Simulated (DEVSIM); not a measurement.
Structure: Ni/Si3N4/p-Ge capacitor, at 350 K.

Layer 1 from the left is Si3N4, thickness (nm) 2.90. Layer 2 from the left is Ge, thickness (nm) 4600, Na (cm⁻³) 1.7e16.

Metal gate on the left, work function 5.1 eV. Fixed charge at the semiconductor interface 1.4e11 cm⁻² (in units of +e); no interface traps.

The device is made up for the run: typed textbook-type constants, with dimensions and the other settings drawn at random. Values at 300 K; Nc and Nv go as T^1.5, mobilities as T to minus their exponent, the gap by Varshni's rule with the affinity fixed.

Si3N4: gap (eV) 5.1, affinity (eV) 2.1, permittivity 7.5. Ge: gap (eV) 0.664, affinity (eV) 4, permittivity 16, Nc (cm⁻³) 1.04e19, Nv (cm⁻³) 6e18, Varshni α (eV/K) 0.000477, Varshni β (K) 235.

Simulated with DEVSIM: 1D Poisson equation in equilibrium, Boltzmann statistics, complete ionisation; no quantum confinement or tunnelling. Metal contacts follow the ideal Schottky-Mott rule: no Fermi-level pinning, no interface dipoles.

### Question
What does the simulation give for the threshold voltage (band bending 2φF), the minimum of the low-frequency capacitance, the flat-band voltage?

### Answer
threshold voltage (band bending 2φF) 0.91 V; minimum of the low-frequency capacitance 0.114 μF/cm²; flat-band voltage 0.63 V.
